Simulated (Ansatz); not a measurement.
A self-consistent single point of CaGa2 (P6/mmm, 3 atoms in the cell) with Ansatz (a program for electronic structure).

Method: LDA (PW92), PAW files made with PBE (plane waves; Ansatz).

```yaml
crystal:
  lattice:
    - [4.23886, 0.00000, 0.00000]
    - [-2.11943, 3.67096, 0.00000]
    - [0.00000, 0.00000, 4.41641]
  atoms:
    - { symbol: Ca, position: [0.00000, 0.00000, 0.00000] }
    - { symbol: Ga, position: [0.33333, 0.66667, 0.50000] }
    - { symbol: Ga, position: [0.66667, 0.33333, 0.50000] }
```

Reference input (self-consistent single point, DFT, PBEsol, plane waves, PAW files made with PBE): basis.ecutwfc = 420 eV; kpoints.mp_grid.grid = 7 7 6; hamiltonian.xc = pbesol; hamiltonian.pseudopotentials = {kind: paw} (the program's default PAW files); scf.occupations.method = fermi_dirac; scf.occupations.width = 0.1 eV. This run's input differs from it in these lines:

Ansatz 0.2 input:
```diff
@@ -15,3 +15,3 @@
 hamiltonian:
-  xc: pbesol
+  xc: lda
   pseudopotentials:
```

Output, abridged:

```
SCF iter   1: F=—  HF=-9188.704391 eV  |F-HF|=—  |Δ(HF+E_count)|=         —  Δρ=4.11e-2  dr2=1.60e0  ethr=3.10e-3  ⟨swp⟩=6.6  Hψ=3440  notcnv=0
all-band conjugate gradients solve this SCF's bands
preconditioner: auto → Kerker (q_TF=auto, 2.450 Å⁻¹)
SCF iter   2: F=—  HF=-9188.239434 eV  |F-HF|=—  |Δ(HF+E_count)|=   4.65e-1  Δρ=2.06e-2  dr2=2.73e-1  ethr=3.10e-3  ⟨swp⟩=2.3  Hψ=1552  notcnv=0
   [... lines left out ...]
SCF iter   6: F=—  HF=-9188.176181 eV  |F-HF|=—  |Δ(HF+E_count)|=   5.81e-5  Δρ=2.78e-4  dr2=6.50e-5  ethr=1.81e-6  ⟨swp⟩=2.0  Hψ=1152  notcnv=0
SCF iter   7: F=—  HF=-9188.176178 eV  |F-HF|=—  |Δ(HF+E_count)|=   2.53e-6  Δρ=5.45e-5  dr2=1.38e-6  ethr=1.80e-7  ⟨swp⟩=2.1  Hψ=1222  notcnv=0
SCF iter   8: F=—  HF=-9188.176179 eV  |F-HF|=—  |Δ(HF+E_count)|=   7.21e-7  Δρ=1.24e-5  dr2=1.05e-7  ethr=3.83e-9  ⟨swp⟩=2.0  Hψ=1237  notcnv=0
SCF iter   9: F=-9188.176179 eV  HF=-9188.176179 eV  |F-HF|=3.24e-9  |Δ(HF+E_count)|=   9.30e-9  Δρ=2.44e-6  dr2=8.10e-9  ethr=2.78e-10  ⟨swp⟩=5.5  Hψ=2891  notcnv=0
SCF 1 converged in 9 iterations: F = -9188.176179 eV  dr2 = 8.10e-9
Free energy (F): -9188.176179 eV
Internal energy: -9188.123584 eV  (E = F + TS)
E sigma→0 (E₀):  -9188.149881 eV
Entropy (-TS):   -0.052595 eV (-17.532 meV/atom)
Fermi energy:    7.881194 eV
--- Forces (eV/Å), atoms counted from 1 ---
  atom   1  Ca     0.00000000     0.00000000     0.00000000
   [... zero for the other atoms too ...]
--- Stress (GPa, compression-positive) ---
       -3.489294       0.000000       0.000000
        0.000000      -3.489294       0.000000
        0.000000       0.000000      -3.202085
  P = ⅓ Tr σ = -3.3936 GPa (-33.936 kbar)
  The stress holds the Pulay correction. Without it, at fixed plane waves, as pw.x and ABINIT print it: P = -3.4053 GPa
```

The run converged in 9 iterations. Against the reference run the pressure goes from -1.11 to -3.39 GPa.

The starting cell comes from a database of computed structures (which also holds hypothetical and non-ambient phases and stackings), without a prior relaxation at this level. With a pressure of about -3 GPa the cell is away from its equilibrium volume at this level. Ansatz's pressure includes its estimate of the finite-basis (Pulay) stress.
